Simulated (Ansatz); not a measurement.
We consider fluorite HfO2 (high-temperature phase), described by r²SCAN-D4 (PAW; Ansatz, a program for electronic structure).

Input file:

Ansatz 0.2 input:
```yaml
crystal:
  lattice:
    - [0.0, 2.5251692734, 2.5251692734]
    - [2.5251692734, 0.0, 2.5251692734]
    - [2.5251692734, 2.5251692734, 0.0]
  atoms:
    - { symbol: Hf, position: [0.0, 0.0, 0.0] }
    - { symbol: O, position: [0.25, 0.25, 0.25] }
    - { symbol: O, position: [0.75, 0.75, 0.75] }
basis:
  ecutwfc: 560
  ecutrho_ratio: 4
  xc_grid: 3
kpoints:
  mp_grid: { grid: [12, 12, 12] }
  band_path:
    path:
      - [0.0, 0.0, 0.0]
      - [0.041667, 0.0, 0.041667]
      - [0.083333, 0.0, 0.083333]
      - [0.125, 0.0, 0.125]
      - [0.166667, 0.0, 0.166667]
      - [0.208333, 0.0, 0.208333]
      - [0.25, 0.0, 0.25]
      - [0.291667, 0.0, 0.291667]
      - [0.333333, 0.0, 0.333333]
      - [0.375, 0.0, 0.375]
      - [0.416667, 0.0, 0.416667]
      - [0.458333, 0.0, 0.458333]
      - [0.5, 0.0, 0.5]
      - [0.541667, 0.083333, 0.541667]
      - [0.583333, 0.166667, 0.583333]
      - [0.625, 0.25, 0.625]
      - [0.375, 0.375, 0.75]
      - [0.346154, 0.346154, 0.692308]
      - [0.317308, 0.317308, 0.634615]
      - [0.288462, 0.288462, 0.576923]
      - [0.259615, 0.259615, 0.519231]
      - [0.230769, 0.230769, 0.461538]
      - [0.201923, 0.201923, 0.403846]
      - [0.173077, 0.173077, 0.346154]
      - [0.144231, 0.144231, 0.288462]
      - [0.115385, 0.115385, 0.230769]
      - [0.086538, 0.086538, 0.173077]
      - [0.057692, 0.057692, 0.115385]
      - [0.028846, 0.028846, 0.057692]
      - [0.05, 0.05, 0.05]
      - [0.1, 0.1, 0.1]
      - [0.15, 0.15, 0.15]
      - [0.2, 0.2, 0.2]
      - [0.25, 0.25, 0.25]
      - [0.3, 0.3, 0.3]
      - [0.35, 0.35, 0.35]
      - [0.4, 0.4, 0.4]
      - [0.45, 0.45, 0.45]
      - [0.5, 0.5, 0.5]
      - [0.5, 0.46875, 0.53125]
      - [0.5, 0.4375, 0.5625]
      - [0.5, 0.40625, 0.59375]
      - [0.5, 0.375, 0.625]
      - [0.5, 0.34375, 0.65625]
      - [0.5, 0.3125, 0.6875]
      - [0.5, 0.28125, 0.71875]
      - [0.5, 0.25, 0.75]
      - [0.5, 0.2, 0.7]
      - [0.5, 0.15, 0.65]
      - [0.5, 0.1, 0.6]
      - [0.5, 0.05, 0.55]
    npoints: 1
hamiltonian:
  xc: r2scan
  dispersion: d4
  pseudopotentials: { kind: paw }
scf:
  occupations: { method: fermi_dirac, width: 0.01 }
  convergence: { dr2_threshold: 0.0000000003 }
output:
  forces: true
  stress: true
  eigenvalues: true
  write_bands: true
```

From the output:

```
Crystal: 3 atoms, lattice volume = 32.203 Å³
Basis set: ecut = 560 eV, 941 PW (Γ), exchange–correlation on 90×90×90 points (27 copies of the dense FFT grid, shifted against one another)
Bands: 23, of which v1, the nominal top of the filled ones, is band 19 counted from 1 (18 counted from 0)
Symmetry: 48 space group operations
Space group: Fm-3m (ITA 225), of the structure as read, at distance tolerance 3.2e-5 Å
k-points: 72 of 1728
Functional: x = r2scan, c = r2scan; τ floored in thin density (d = 2e-4 eV/Å³)
SCF iter   1: F=—  HF=-16876.360573 eV  |F-HF|=—  |Δ(HF+E_count)|=         —  Δρ=1.19e-2  dr2=4.07e-2  dr2_τ=2.27e-1
SCF iter   2: F=—  HF=-16876.423436 eV  |F-HF|=—  |Δ(HF+E_count)|=   6.29e-2  Δρ=6.11e-3  dr2=3.49e-3  dr2_τ=2.37e-3
  ...
SCF iter   8: F=—  HF=-16876.423655 eV  |F-HF|=—  |Δ(HF+E_count)|=   3.53e-8  Δρ=5.11e-6  dr2=7.52e-9  dr2_τ=3.15e-10
SCF iter   9: F=-16876.423655 eV  HF=-16876.423655 eV  |F-HF|=2.18e-11  |Δ(HF+E_count)|=  8.00e-10  Δρ=6.36e-7  dr2=8.58e-11  dr2_τ=1.46e-11
SCF 1 converged in 9 iterations: F = -16876.423655 eV  dr2 = 8.58e-11
SCF converged after 9 iterations
Free energy (F): -16876.423655 eV
Internal energy: -16876.423655 eV  (E = F + TS)
E sigma→0 (E₀):  -16876.423655 eV
Fermi energy:    18.090688 eV
--- Forces (eV/Å), atoms counted from 1 ---
  atom   1  Hf    -0.00000000     0.00000000    -0.00000000
  atom   2  O     -0.00000000     0.00000000     0.00000000
  atom   3  O     -0.00000000     0.00000000    -0.00000000
--- Stress (GPa, compression-positive) ---
       -0.000957       0.000000       0.000000
        0.000000      -0.000957      -0.000000
        0.000000      -0.000000      -0.000957
  P = ⅓ Tr σ = -0.0010 GPa (-0.010 kbar)
```

The PAW data were made under PBE.

Note: symmetry holds this phase in the static calculation, where it need not be a minimum. Note: held by symmetry at 0 K, a high-temperature phase can be a saddle point.
